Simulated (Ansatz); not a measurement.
System: BBi (model structure, from the zincblende type, F-43m, No. 216). Method: G0W0@HSE06 (Ansatz, an electronic-structure program, plane waves, hard PAW, contour deformation).

The cell is the one relaxed with PBEsol. Conventional cell: a = 5.4524 Å, b = 5.4524 Å, c = 5.4524 Å, α = 90.00°, β = 90.00°, γ = 90.00°.

The quasiparticle gap at Γ at a fixed k mesh 4×4×4:

```
response cutoff          value (eV)
-----------------------  ----------
150 eV, 311 empty bands       1.175
200 eV, 478 empty bands       1.153
250 eV, 668 empty bands       1.142
300 eV, 878 empty bands       1.138
```

Question: Taking the value to converge with the response cutoff E as E^(−3/2), extrapolate from the last two rows.

Answer: With y = y∞ + c/w and weights w = 3953 and 5196 for the last two rows, y∞ = (w2 y2 − w1 y1)/(w2 − w1) = (5196 × 1.138 − 3953 × 1.142)/1243 = 1.125 eV, which lies 0.013 beyond the last row. Successive pairs of rows give 1.112, 1.114, 1.125. The limit also hangs on the law assumed, so its last digits aren't firm.

The other settings are not extrapolated, so this is the limit in one setting alone.

The smallest gap on this mesh is 1.08 eV, away from Γ.

Spin–orbit coupling is not included; with these elements it can move the gap by several tenths of an eV or more.

Note: GW on a hybrid start was not checked against another program.

A model structure was made by putting elements into a prototype or built by hand; it is no filed structure, need not be a known phase, and can be a saddle point held by its symmetry.
